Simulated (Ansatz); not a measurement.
The parent structure is GaCuSe$_{2}$ in the chalcopyrite structure (space group I-42d, No. 122; a = 5.608 Å, c = 11.098 Å).

Level of theory: Ansatz (an electronic-structure program) r2SCAN, no spin-orbit coupling.

Its conduction minimum is a single valley at Γ with mass 0.077 mₑ.

The change: 1.22 electrons added to each cell, a density of 7.0×10^21 cm⁻³, with a uniform compensating background at fixed cell and a 300 K Fermi–Dirac width.

Where would a parabolic band put the Fermi level, and where does the calculation put it?

k_F = (3π²n)^(1/3) = 0.592 Å⁻¹, so ħ²k_F²/2m = 17 eV above the band edge at zero temperature. The calculation gives 1.40 eV (to 0.05 eV): the band is strongly non-parabolic or higher valleys fill at this density.

Carriers are added with a uniform compensating background; total energy and stress of such cells depend on the potential's zero and are not compared; many-body gap narrowing is missing at this level. The levels and masses belong to the bands next to the band gap. Masses are band curvatures over ±0.01 Å⁻¹ around the edge. No phonon test of stability was made. The final runs are not spin-polarised.
